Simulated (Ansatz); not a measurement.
Input and output of a self-consistent single point for CaGe₂Pd₂ (I4mm, 5 atoms in the cell) (Ansatz, a program for electronic structure).

Level of theory: PBEsol, default PAW files made with PBE (plane waves; Ansatz).

```
Ca(GePd)2
1.0
   -2.14381     2.14381     5.03078
    2.14381    -2.14381     5.03078
    2.14381     2.14381    -5.03078
Ca Ge Pd
1 2 2
Direct
  0.00497   0.00497   0.00000
  0.37621   0.37621   0.00000
  0.62379   0.62379   0.00000
  0.75000   0.25000   0.50000
  0.25000   0.75000   0.50000
```

Reference input (self-consistent single point, DFT, PBEsol, plane waves, default PAW files made with PBE): basis.ecutwfc = 420 eV; kpoints.mp_grid.grid = 9 9 9; hamiltonian.xc = pbesol; hamiltonian.pseudopotentials = {kind: paw} (the program's default PAW files); scf.occupations.method = gaussian; scf.occupations.width = 0.1 eV. This run's input differs from it in these lines:

Ansatz 0.2 input:
```diff
@@ -15,3 +15,3 @@
 kpoints:
-  mp_grid: { grid: [9, 9, 9] }
+  mp_grid: { grid: [15, 15, 15] }
 hamiltonian:
@@ -20,3 +20,3 @@
 scf:
-  occupations: { method: gaussian, width: 0.1 }
+  occupations: { method: fermi_dirac, width: 0.3 }
 output:
```

Log, with long lists cut:

```
SCF iter   1: F=—  HF=-24118.133087 eV  |F-HF|=—  |Δ(HF+E_count)|=         —  Δρ=7.75e-3  dr2=6.71e-2  ethr=1.77e-3  ⟨swp⟩=8.4  Hψ=58198  notcnv=0
all-band conjugate gradients solve this SCF's bands
preconditioner: auto → Kerker (q_TF=auto, 2.629 Å⁻¹)
SCF iter   2: F=—  HF=-24118.122371 eV  |F-HF|=—  |Δ(HF+E_count)|=   1.07e-2  Δρ=3.49e-3  dr2=1.87e-2  ethr=9.07e-5  ⟨swp⟩=1.0  Hψ=16137  notcnv=0
   [... lines left out ...]
SCF iter   5: F=—  HF=-24118.119281 eV  |F-HF|=—  |Δ(HF+E_count)|=   7.11e-5  Δρ=1.57e-4  dr2=7.14e-5  ethr=4.31e-7  ⟨swp⟩=2.0  Hψ=16893  notcnv=0
SCF iter   6: F=—  HF=-24118.119256 eV  |F-HF|=—  |Δ(HF+E_count)|=   2.48e-5  Δρ=7.20e-5  dr2=5.65e-6  ethr=9.65e-8  ⟨swp⟩=2.2  Hψ=18266  notcnv=0
SCF iter   7: F=—  HF=-24118.119255 eV  |F-HF|=—  |Δ(HF+E_count)|=   1.25e-6  Δρ=1.61e-5  dr2=3.35e-7  ethr=7.63e-9  ⟨swp⟩=2.9  Hψ=23911  notcnv=0
SCF iter   8: F=-24118.119255 eV  HF=-24118.119255 eV  |F-HF|=1.27e-8  |Δ(HF+E_count)|=   6.68e-8  Δρ=4.04e-6  dr2=2.62e-8  ethr=1.35e-10  ⟨swp⟩=5.1  Hψ=48849  notcnv=0
SCF 1 converged in 8 iterations: F = -24118.119255 eV  dr2 = 2.62e-8
Free energy (F): -24118.119255 eV
Internal energy: -24117.419538 eV  (E = F + TS)
E sigma→0 (E₀):  -24117.769396 eV
Entropy (-TS):   -0.699717 eV (-139.943 meV/atom)
Fermi energy:    13.296027 eV
--- Forces (eV/Å), atoms counted from 1 ---
  atom   1  Ca    -0.00000000     0.00000000    -0.16454914
  atom   2  Ge    -0.00000000    -0.00000000     0.03885992
  atom   3  Ge     0.00000000     0.00000000     0.01603810
  atom   4  Pd     0.00000000    -0.00000000     0.05480315
  atom   5  Pd    -0.00000000     0.00000000     0.05480315
--- Stress (GPa, compression-positive) ---
       -0.477566      -0.000000      -0.000000
       -0.000000      -0.477566      -0.000000
       -0.000000      -0.000000       0.483212
  P = ⅓ Tr σ = -0.1573 GPa (-1.573 kbar)
  The stress holds the Pulay correction. Without it, at fixed plane waves, as pw.x and ABINIT print it: P = -0.1891 GPa
```

The run converged in 8 iterations. Against the reference run the free energy drops by 72.8 meV/atom, the pressure goes from -0.53 to -0.16 GPa and the largest force hardly changes (0.163 to 0.165 eV/Å).

The starting cell comes from a database of computed structures (which also holds hypothetical and non-ambient phases and stackings), without a prior relaxation at this level. Its lattice was rescaled by up to half a per cent. One atom was moved a little off its site on purpose. Spin polarisation is off. Ansatz's pressure includes its estimate of the finite-basis (Pulay) stress.

Cost on one core of a shared machine: roughly 80 s.
